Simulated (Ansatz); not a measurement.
Structures of equal composition on the (110) surface of bcc W: a layer of Ru in place of the second plane; a layer of Ru in place of the third plane. The slabs share one bottom face, and each structure is named by its start. These are constructed structures in small cells; real faces may alloy, dewet or reconstruct in larger ones, and not all known structures of the face are among them. Slabs of about 11 Å, Fermi-Dirac smearing of 0.1 eV. Bottom of the slabs: a bare face, its two planes held. Relaxed from the named starts with such symmetry as they have, on meshes of like density; energies extrapolated to zero smearing; spin only where a row says so; no spin-orbit coupling, no U. Brackets mark spin-polarised runs, whose order is one that fits the cell.

Computed with PBE (plane waves to 420 eV, PAW; Ansatz, a quantum-chemistry and plane-wave program).

Task: Put the candidates in order of energy per 1x1 cell, lowest first, for PBE.

Result: a layer of Ru in place of the third plane (0.000 eV), a layer of Ru in place of the second plane (0.070 eV)
